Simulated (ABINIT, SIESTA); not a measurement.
An ABINIT input for a self-consistent single point of Mg3Zn (Pm-3m, 4 atoms in the cell) (DFT, LDA (PW92), plane waves, PAW (JTH v2.0 LDA PAW)):

```
# Mg3Zn, JTH v2.0 LDA PAW
pp_dirpath "./"
pseudos "Mg.LDA_PW-JTH.xml, Zn.LDA_PW-JTH.xml"
acell 3*1.0 Angstrom
rprim
         4.2755200000    0.0000000000    0.0000000000
         0.0000000000    4.2755200000    0.0000000000
         0.0000000000    0.0000000000    4.2755200000
natom 4
ntypat 2
znucl 12 30
typat 1 1 1 2
xred
         0.5000000000    0.5000000000    0.0000000000
         0.0000000000    0.5000000000    0.5000000000
         0.5000000000    0.0000000000    0.5000000000
         0.0000000000    0.0000000000    0.0000000000
ecut 30
pawecutdg 60
ixc 7
occopt 3
tsmear 0.05 eV
nband 28
kptopt 1
ngkpt 6 6 6
nshiftk 1
shiftk 0 0 0
nstep 80
toldfe 1.0e-09
prtwf 0
prtden 0
enunit 1
```

### Question
Translate this input to SIESTA.

### Answer
This is the input that was run; spellings and numerical settings could be chosen otherwise.

```
# files in the folder: Mg.psml Zn.psml (PseudoDojo LDA standard)
SystemName  Mg3Zn
SystemLabel siesta

NumberOfAtoms                4
NumberOfSpecies              2
%block ChemicalSpeciesLabel
  1 12 Mg
  2 30 Zn
%endblock ChemicalSpeciesLabel
LatticeConstant              1.0 Ang
%block LatticeVectors
     4.275520000    0.000000000    0.000000000
     0.000000000    4.275520000    0.000000000
     0.000000000    0.000000000    4.275520000
%endblock LatticeVectors
AtomicCoordinatesFormat      Bohr
%block AtomicCoordinatesAndAtomicSpecies
     4.039780920    4.039780920    0.000000000  1
     0.000000000    4.039780920    4.039780920  1
     4.039780920    0.000000000    4.039780920  1
     0.000000000    0.000000000    0.000000000  2
%endblock AtomicCoordinatesAndAtomicSpecies

XC.functional                LDA
XC.authors                   PW92
PAO.BasisSize                DZP
PAO.EnergyShift              0.005 Ry
MeshCutoff                   400 Ry
%block kgrid.MonkhorstPack
    6   0   0  0.0
    0   6   0  0.0
    0   0   6  0.0
%endblock kgrid.MonkhorstPack
OccupationFunction           FD
ElectronicTemperature        50.0 meV

MaxSCFIterations             150
SCF.Mixer.Method             Pulay
SCF.Mixer.Weight             0.1
SCF.Mixer.History            6
SCF.DM.Tolerance             1.0E-05
Diag.ParallelOverK           true
WriteForces                  true
```

Basis settings and potentials, where a program has them, do not carry over. This input uses DFT, LDA PW92, numerical atomic orbitals DZP, PseudoDojo LDA standard norm-conserving potentials (rewritten from UPF to PSML). LDA parametrisations can differ slightly between programs.

The starting cell comes from a database of computed structures (which also holds hypothetical and non-ambient phases and stackings), without a prior relaxation at this level.
